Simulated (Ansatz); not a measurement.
Structures of equal composition on the (111) surface of fcc Al: a pseudomorphic layer of Pd in the host's stacking; a pseudomorphic layer of Pd in the other hollow. The slabs share one bottom face, and each structure is named by its start. These are constructed structures in small cells; real faces may alloy, dewet or reconstruct in larger ones, and not all known structures of the face are among them. Slabs of about 12 Å, Fermi-Dirac smearing of 0.1 eV. Bottom of the slabs: a bare face, its two planes held. Relaxed from the named starts with such symmetry as they have, on meshes of like density; energies extrapolated to zero smearing; spin only where a row says so; no spin-orbit coupling, no U. Brackets mark spin-polarised runs, whose order is one that fits the cell.

All values below come from PBE (plane waves to 420 eV, PAW; Ansatz, a quantum-chemistry and plane-wave program).

Question: Rank these by energy per 1x1 cell (lowest first), as PBE gives it.

Answer: a pseudomorphic layer of Pd in the host's stacking (0.000 eV), a pseudomorphic layer of Pd in the other hollow (0.022 eV)
